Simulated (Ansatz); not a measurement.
# zincblende CdTe (F-43m): a fit under uniaxial stress along [001] (tension)

Cell and atoms relaxed with PBEsol to each stress σ (compression positive); gaps by r2SCAN with spin-orbit coupling, rigid bands (plane waves, PAW; Ansatz, a quantum-chemistry and plane-wave program). Unloaded cell: a = 4.589 Å, b = 4.589 Å, c = 4.589 Å, α = 60.00°, β = 60.00°, γ = 60.00°.

```tsv
σ (GPa)	strain along [001] (%)	gap (eV)
0	0	1.006
-0.50	1.99	0.959
-2.50	8.55	0.744
-3.50	11.41	0.619
```

### Question
Fit E_g = 1.006 eV + aσ + bσ² and ε = cσ + dσ² to the loaded rows by least squares.

### Answer
a = 0.0906 eV/GPa, b = -0.00569 eV/GPa²; c = -3.91 %/GPa, d = -0.187 %/GPa².

### Question
One run was withheld, at σ = -1.50 GPa. Predict its gap and its strain along [001], then set them beside the run.

### Answer
E_g = 1.006 + (0.0906)(-1.50) + (-0.00569)(-1.50)² = 0.857 eV and ε = (-3.91)(-1.50) + (-0.187)(-1.50)² = 5.44 %. The run gave 0.856 eV and 5.47 %, misses of 0.001 eV and 0.03 percentage points.

Gaps are resolved to about 0.01 eV; third decimals are kept for the arithmetic. Every relaxation keeps the zincblende phase (space group I-4m2 under this load), so a transition, a distortion that breaks the symmetry or fracture can't show.
